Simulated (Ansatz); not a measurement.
## MgTe under a change: biaxial strain −2.92 %, plane normal [001], relaxed out of plane

Base system: MgTe in the wurtzite structure (space group P6_3mc, No. 186; a = 4.561 Å, c = 7.413 Å). Axes: x lies along a and z along c of the hexagonal cell.

One thing is altered: compressive biaxial strain of 2.92 % in the plane normal to [001], as in epitaxy on a mismatched substrate; the out-of-plane cell vector and the atoms relax.

All numbers come from PBEsol (Ansatz, a first-principles code, PAW, scalar-relativistic without spin-orbit coupling). Settings: 8×8×5 k-points, 0.05 eV Fermi–Dirac smearing.

The volume per atom falls by 1.09 Å³, from 33.39 Å³ to 32.30 Å³ and the space group remains P6_3mc (No. 186). The shortest interatomic distance drops by 3.35 pm, from 278.7 pm to 275.4 pm and the pressure (mean of the normal stresses, compression positive) rises by 1.212 GPa, from -0.01 GPa to 1.21 GPa. The band gap falls by 0.05 eV to 2.34 eV and the gap character remains direct at Γ. The width of the top valence band increases by 0.25 eV, from 1.40 eV to 1.65 eV and the electron mass goes from 0.15 mₑ along c, 0.17 mₑ across (at Γ) to 0.14 mₑ out of plane, 0.19 mₑ in plane (at Γ). The valence-band top at Γ (three highest levels, from the VBM) becomes 0.00, 0.00, -0.37 eV (base: 0.00, -0.02, -0.02 eV) and the out-of-plane strain amounts to +2.64 %. The ratio −ε⊥/ε∥ is 0.91 and the mean in-plane stress (compression positive) comes out as +1.8 GPa.

Final structure (turned so that z lies along the plane normal):

```
CELL_PARAMETERS angstrom
      4.42776     0.00000     0.00000
      2.21388     3.83456     0.00000
      0.00000     0.00000     7.60900
ATOMIC_POSITIONS crystal
  Mg 0.66667 0.66667 0.99534
  Mg 0.33333 0.33333 0.49534
  Te 0.66667 0.66667 0.62986
  Te 0.33333 0.33333 0.12986
```

With Te present, leaving out spin-orbit coupling can change the band edges. Masses are band curvatures over ±0.01 Å⁻¹ around the edge. Stability against distortions was not tested.
